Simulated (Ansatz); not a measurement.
An Ansatz (an electronic-structure program) input (PBE-D3(BJ)/PAW in Ansatz, without spin-orbit coupling):

Ansatz 0.2 input:
```yaml
crystal:
  lattice:
    - [3.6056951626, 0, 0]
    - [-1.8028475813, 3.1226236091, 0]
    - [0, 0, 5.6811059461]
  atoms:
    - { symbol: Hf, position: [0, 0, 0] }
    - { symbol: S, position: [0.3333333333, 0.6666666667, 0.2525196174] }
    - { symbol: S, position: [0.6666666667, 0.3333333333, 0.7474803826] }
basis: { ecutwfc: 420, ecutrho_ratio: 4, xc_grid: 2, fft_grid_basis: typed }
kpoints: { mp_grid: { grid: [11, 11, 6] } }
hamiltonian:
  xc: pbe
  dispersion: d3bj
  pseudopotentials: { kind: paw }
scf: { occupations: { method: fermi_dirac, width: 0.05 }, convergence: { dr2_threshold: 0.0000000003 } }
relax: { f_tol: 0.005, max_steps: 50 }
output: { forces: true, stress: true }
checkpoint: { write: state.ck, write_every: 1000 }
```

Which symmetry and how many k-points will the program report, and about how many plane waves at Γ?

Space group P-3m1 (ITA 164) with 12 operations, k-points 84 of 726, and 1231 plane waves at Γ.

And the final pressure?

0.34 GPa (compression positive).

The cells carry an imposed strain or load. Whether these cells are dynamically stable was not tested. The cell was made from HfS$_{2}$ in the CdI2 type structure (space group P-3m1, No. 164; layered, stacked along the Cartesian z axis) by this change: uniaxial strain ε_zz = −1.50 %.
